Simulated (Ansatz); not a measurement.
**What pressure 4.5 GPa does to WS2**

Consider WS2 in the 2H-MoS2 type structure (space group P6_3/mmc, No. 194; a = 3.115 Å, c = 11.773 Å; layered, stacked along the Cartesian z axis).

It is then changed as follows: cell and atoms relaxed at a pressure of 4.5 GPa.

Computed with PBEsol-D3(BJ) (Ansatz, a quantum-chemistry and plane-wave program), spin-orbit coupling left out, earlier PAW set. k-mesh 12×12×3 (Γ-centred); smearing 0.05 eV (Fermi–Dirac).

```csv
quantity,base,changed,shift
volume per atom,16.49 Å³,15.67 Å³,-0.82 Å³
density,8.32 g/cm³,8.76 g/cm³,+0.435 g/cm³
lattice parameter a,3.115 Å,3.082 Å,-0.033 Å
c/a ratio,3.780,3.708,-0.072
shortest interatomic distance,2.389 Å,2.377 Å,-0.012 Å
band gap,0.66 eV,0.43 eV,-0.225 eV
gap character,"indirect, Γ → K–Γ (44 % along)","indirect, Γ → K–Γ (44 % along)",–
smallest direct gap,1.92 eV,1.84 eV,-0.08 eV
mean gap deformation potential ΔEg/Δln V,–,+4.4 eV,–
width of the top valence band,2.05 eV,2.20 eV,+0.143 eV
electron mass,"0.39 mₑ along c, 0.46 mₑ across (off the special points)","0.35 mₑ along c, 0.42 mₑ across (off the special points)",–
hole mass,"0.96 mₑ along c, 0.46 mₑ across (at Γ)","1.1 mₑ along c, 0.37 mₑ across (at Γ)",–
"valence-band top at Γ (three highest levels, from the VBM)","0.00, -1.26, -1.60 eV","0.00, -1.07, -1.87 eV",–
```

Final structure:

```
WS2
1.0
    3.08206     0.00000     0.00000
   -1.54103     2.66914     0.00000
    0.00000     0.00000    11.42886
W S
2 4
Direct
  0.33333   0.66667   0.25000
  0.66667   0.33333   0.75000
  0.33333   0.66667   0.61208
  0.66667   0.33333   0.11208
  0.66667   0.33333   0.38792
  0.33333   0.66667   0.88792
```

Cost of the whole job for the changed cell (relaxation, final SCF and bands): roughly 60 core-seconds.

With W present, leaving out spin-orbit coupling can change the band edges. Load acts through the strain it causes; cell and atoms are relaxed under it. Effective masses come from finite differences of ±0.01 Å⁻¹. Stability against distortions was not tested.
